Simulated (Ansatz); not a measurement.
Seebeck coefficient (μV/K, mean over directions) of n-type CdIn$_{2}$O$_{4}$ (Fd-3m) against carrier density, PBEsol, rigid bands in Ansatz (an electronic-structure program). Computed gap 0.97 eV; densities at which minority carriers matter at this gap, or further valleys turn the trend, are left out. Conductivity mass 0.170 mₑ (harmonic mean over directions), N_c = 1.7e18 cm⁻³ at 300 K.

| electron density | 300 K | 500 K |
|---|---|---|
| 1e17 cm⁻³ | -457 | -526 |
| 1e18 cm⁻³ | -263 | -330 |
| 3e18 cm⁻³ | -178 | -240 |
| 1e19 cm⁻³ | -100 | … |
| 3e19 cm⁻³ | -54 | -87 |
| 1e20 cm⁻³ | -27 | -45 |
| 3e20 cm⁻³ | -15 | -26 |
| 1e21 cm⁻³ | … | -15 |

Complete the blanks.


- 1e19 cm⁻³, 500 K: -150
- 1e21 cm⁻³, 300 K: -9

Rigid bands with a gap fixed in temperature, one relaxation time for all states, no polarons or phonon drag, and whether or not such doping can be reached. Spin-orbit coupling is left out.

Formula and space group known from diffraction (Crystallography Open Database), not checked to be the room-temperature form: CdIn2O4 (Fd-3m).
